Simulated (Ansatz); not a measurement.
Input and output of a self-consistent single point for InBi (R3m, 2 atoms in the cell) (Ansatz, an electronic-structure program).

Level of theory: PBEsol, default PAW files made with PBE (plane waves; Ansatz).

```
CELL_PARAMETERS angstrom
      0.00000     3.39369     3.39369
      3.39369     0.00000     3.39369
      3.39369     3.39369     0.00000
ATOMIC_POSITIONS crystal
  In 0.00425 0.00425 0.00425
  Bi 0.25000 0.25000 0.25000
```

Reference input (self-consistent single point, DFT, PBEsol, plane waves, default PAW files made with PBE): basis.ecutwfc = 420 eV; kpoints.mp_grid.grid = 9 9 9; hamiltonian.xc = pbesol; hamiltonian.pseudopotentials = {kind: paw} (the program's default PAW files); scf.occupations.method = gaussian; scf.occupations.width = 0.1 eV. This run's input differs from it in these lines:

Ansatz 0.2 input:
```diff
@@ -13,3 +13,3 @@
   mp_grid:
-    grid: [9, 9, 9]
+    grid: [15, 15, 15]
 hamiltonian:
@@ -20,4 +20,4 @@
   occupations:
-    method: gaussian
-    width: 0.1 eV
+    method: fermi_dirac
+    width: 0.05 eV
 output:
```

Log, with long lists cut:

```
SCF iter   1: F=—  HF=-17767.296899 eV  |F-HF|=—  |Δ(HF+E_count)|=         —  Δρ=2.84e-3  dr2=9.52e-3  ethr=1.77e-3  ⟨swp⟩=6.0  Hψ=31405  notcnv=0
all-band conjugate gradients solve this SCF's bands
preconditioner: auto → Kerker (q_TF=auto, 2.299 Å⁻¹)
SCF iter   2: F=—  HF=-17767.294511 eV  |F-HF|=—  |Δ(HF+E_count)|=   2.39e-3  Δρ=1.54e-3  dr2=4.40e-3  ethr=3.40e-5  ⟨swp⟩=2.4  Hψ=11305  notcnv=0
SCF iter   3: F=—  HF=-17767.294252 eV  |F-HF|=—  |Δ(HF+E_count)|=   2.59e-4  Δρ=5.92e-4  dr2=7.18e-4  ethr=1.57e-5  ⟨swp⟩=3.0  Hψ=11083  notcnv=0
SCF iter   4: F=—  HF=-17767.294512 eV  |F-HF|=—  |Δ(HF+E_count)|=   2.60e-4  Δρ=2.85e-4  dr2=1.67e-4  ethr=2.57e-6  ⟨swp⟩=2.4  Hψ=8712  notcnv=0
SCF iter   5: F=—  HF=-17767.294602 eV  |F-HF|=—  |Δ(HF+E_count)|=   8.99e-5  Δρ=8.68e-5  dr2=1.01e-5  ethr=5.98e-7  ⟨swp⟩=3.0  Hψ=9554  notcnv=0
SCF iter   6: F=—  HF=-17767.294617 eV  |F-HF|=—  |Δ(HF+E_count)|=   1.53e-5  Δρ=2.76e-5  dr2=7.45e-7  ethr=3.60e-8  ⟨swp⟩=2.0  Hψ=7597  notcnv=0
SCF iter   7: F=-17767.294619 eV  HF=-17767.294619 eV  |F-HF|=7.14e-8  |Δ(HF+E_count)|=   1.24e-6  Δρ=5.18e-6  dr2=2.18e-8  ethr=3.57e-10  ⟨swp⟩=4.9  Hψ=31716  notcnv=0
SCF 1 converged in 7 iterations: F = -17767.294619 eV  dr2 = 2.18e-8
Free energy (F): -17767.294619 eV
Internal energy: -17767.293152 eV  (E = F + TS)
E sigma→0 (E₀):  -17767.293886 eV
Entropy (-TS):   -0.001466 eV (-0.733 meV/atom)
Fermi energy:    6.659667 eV
--- Forces (eV/Å), atoms counted from 1 ---
  atom   1  In    -0.15515963    -0.15515963    -0.15515963
  atom   2  Bi     0.15516047     0.15516047     0.15516047
--- Stress (GPa, compression-positive) ---
       -0.961450       0.368656       0.368656
        0.368656      -0.961450       0.368656
        0.368656       0.368656      -0.961450
  P = ⅓ Tr σ = -0.9615 GPa (-9.615 kbar)
  The stress holds the Pulay correction. Without it, at fixed plane waves, as pw.x and ABINIT print it: P = -0.9845 GPa
```

The run converged in 7 iterations. Against the reference run the free energy goes down by 1.7 meV/atom, the pressure hardly changes (-0.93 to -0.96 GPa) and the largest force goes from 0.250 to 0.269 eV/Å.

The starting cell comes from a database of computed structures (which also holds hypothetical and non-ambient phases and stackings), without a prior relaxation at this level. Its lattice was rescaled by up to half a per cent. One atom was moved a little off its site on purpose. Ansatz's pressure includes its estimate of the finite-basis (Pulay) stress.

Cost on one core of a shared machine: roughly 50 s.
